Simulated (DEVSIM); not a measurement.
Device: Ti/SiO2/p-Si capacitor, at 400 K.

| layer (left to right) | material | thickness (nm) | Na (cm⁻³) |
|---|---|---|---|
| 1 | SiO2 | 34.0 | - |
| 2 | Si | 1900 | 9.2e16 |

Metal gate on the left, work function 4.33 eV. Fixed charge at the semiconductor interface 9.8e10 cm⁻² (in units of +e); no interface traps.

The device is made up for the run: typed textbook-type constants, with dimensions and the other settings drawn at random. Values at 300 K; Nc and Nv go as T^1.5, mobilities as T to minus their exponent, the gap by Varshni's rule with the affinity fixed.

| parameter | SiO2 | Si |
|---|---|---|
| gap (eV) | 9 | 1.124 |
| affinity (eV) | 0.9 | 4.05 |
| permittivity | 3.9 | 11.7 |
| Nc (cm⁻³) | - | 2.86e19 |
| Nv (cm⁻³) | - | 3.1e19 |
| Varshni α (eV/K) | - | 0.000473 |
| Varshni β (K) | - | 636 |

DEVSIM, 1D Poisson equation in equilibrium, Boltzmann statistics, complete ionisation; no quantum confinement or tunnelling. Metal contacts follow the ideal Schottky-Mott rule: no Fermi-level pinning, no interface dipoles.

The temperature was swept, all else fixed.

```
temperature (K)  minimum of the low-frequency capacitance (μF/cm²)  flat-band voltage (V)
---------------  -------------------------------------------------  ---------------------
250                                                         0.0505                  -0.89
300                                                         0.0526                  -0.85
350                                                         0.0540                  -0.80
400                                                         0.0562                  -0.76
450                                                         0.0592                  -0.71
500                                                         0.0622                  -0.66
```

From the first row to the last the minimum of the low-frequency capacitance goes from 0.0505 to 0.0622. From the first row to the last the flat-band voltage goes from -0.89 to -0.66.
